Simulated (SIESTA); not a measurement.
Input and output of a self-consistent single point for NaLiZnS2 (P3m1, 5 atoms in the cell) (SIESTA).

Level of theory: SIESTA with GGA PBEsol, numerical atomic orbitals DZP, PseudoDojo PBEsol standard norm-conserving potentials (rewritten from UPF to PSML).

The change in words: lattice scaled by 0.98. Reference geometry:
```
NaLiZnS2
1.0
    3.98206     0.00000     0.00000
   -1.99103     3.44856     0.00000
    0.00000     0.00000     6.82385
Na Li Zn S
1 1 1 2
Cartesian
  0.00000   0.00000   0.17851
  0.00000   2.29904   2.43373
  1.99103   1.14952   4.17367
  0.00000   2.29904   5.00741
  1.99103   1.14952   1.85431
```

Reference input (self-consistent single point, DFT, GGA PBEsol, numerical atomic orbitals DZP, PseudoDojo PBEsol standard norm-conserving potentials (rewritten from UPF to PSML)): XC.functional = GGA; XC.authors = PBEsol; potentials = PseudoDojo PBEsol standard; PAO.BasisSize = DZP; PAO.EnergyShift = 0.005 Ry; MeshCutoff = 300 Ry; kgrid.MonkhorstPack = 10 10 5; OccupationFunction = FD; ElectronicTemperature = 10 K; PAO.Polarization.NonPerturbative = true; MaxSCFIterations = 150; SCF.Mixer.Method = Broyden. This run's input differs from it in these lines:

```diff
@@ -14,5 +14,5 @@
 %block LatticeVectors
-     7.525002812    0.000000000    0.000000000
-    -3.762501406    6.516843373    0.000000000
-     0.000000000    0.000000000   12.895207616
+     7.374503134    0.000000000    0.000000000
+    -3.687250622    6.386507072    0.000000000
+     0.000000000    0.000000000   12.637303463
 %endblock LatticeVectors
@@ -20,7 +20,7 @@
 %block AtomicCoordinatesAndAtomicSpecies
-     0.000000000    0.000000000    0.337338631  1
-    -0.000003763    4.344564421    4.599075796  2
-     3.762505168    2.172278952    7.887095834  3
-    -0.000003763    4.344564421    9.462632300  4
-     3.762505168    2.172278952    3.504143717  4
+     0.000000000    0.000000000    0.330591859  1
+    -0.000003057    4.257673510    4.507094280  2
+     3.687255569    2.128833562    7.729353917  3
+    -0.000003057    4.257673510    9.273379654  4
+     3.687255569    2.128833562    3.434060843  4
 %endblock AtomicCoordinatesAndAtomicSpecies
```

Output (repeated stretches shortened):

```
        iscf     Eharris(eV)        E_KS(eV)     FreeEng(eV)     dDmax    Ef(eV) dHmax(eV)
   scf:    1    -7593.050115    -7683.114611    -7683.114615  1.778061 -2.475196 51.051566
   scf:    2    -7738.921529    -7723.309765    -7723.309765  0.523901 -5.025673  4.988433
   scf:    3    -7724.175212    -7723.788419    -7723.788419  0.065140 -5.437959  2.740566
   scf:    4    -7724.039715    -7723.954345    -7723.954345  0.059137 -5.892328  0.574842
   scf:    5    -7723.965287    -7723.961933    -7723.961933  0.026668 -6.023563  0.269611
   [... 3 lines left out ...]
   scf:    9    -7723.963686    -7723.963682    -7723.963682  0.000646 -6.001591  0.007961
   scf:   10    -7723.963685    -7723.963684    -7723.963684  0.000375 -6.000827  0.003599
   scf:   11    -7723.963684    -7723.963684    -7723.963684  0.000116 -6.001501  0.000912
   scf:   12    -7723.963684    -7723.963684    -7723.963684  0.000034 -6.001674  0.000566
SCF Convergence by DM+H criterion
max |DM_out - DM_in|         :     0.0000341650
max |H_out - H_in|      (eV) :     0.0005656059
SCF cycle converged after 12 iterations

Using DM_out to compute the final energy and forces

siesta: E_KS(eV) =            -7723.9637

siesta: E_KS - E_eggbox =     -7723.9637

siesta: Atomic forces (eV/Ang):
     1   -0.000009    0.000005   -0.031954
     2    0.000021   -0.000012   -0.026226
     3   -0.000350    0.000202    0.239048
     4    0.000347   -0.000201    0.338435
     5   -0.000000    0.000001   -0.464983
   Tot    0.000009   -0.000006    0.054319
   Max    0.464983
   Res    0.161163    sqrt( Sum f_i^2 / 3N )
   Max    0.464983    constrained

Stress tensor Voigt[x,y,z,yz,xz,xy] (kbar):      -17.28      -16.80      -23.32        0.00       -0.01        0.41
   [... lines left out ...]
siesta: FreeEng =     -7723.963684
siesta: Cell volume =         88.197033 Ang**3
siesta:          19.13549138          9.57306940  kBar
   [... lines left out ...]
   5  6.718   1.648   0.077   1.785   1.767   1.785  -0.121  -0.214  -0.121
              0.012   0.024   0.040   0.024   0.012

mulliken: Qtot =       44.000

Mulliken Atomic Populations:
Atom #   charge [q] valence [e]  Species
     1     0.566475    8.433525  Na
     2     0.043287    2.956713  Li
     3     0.787990   19.212010  Zn
     4    -0.679897    6.679897  S
     5    -0.717855    6.717855  S
 Total     0.000000
```

The run converged in 12 iterations. Against the reference run the free energy goes up by 1.2 meV/atom, the pressure goes from -1.40 to 1.91 GPa, the largest force goes from 0.120 to 0.465 eV/Å and the gap on the mesh goes from 1.854 to 2.152 eV.

The starting cell comes from a database of computed structures (which also holds hypothetical and non-ambient phases and stackings), without a prior relaxation at this level. For this run, on top of that: lattice scaled by 0.98. Values carry the incompleteness of an atom-centred basis.

Cost on one core of a shared machine: roughly 30 s.
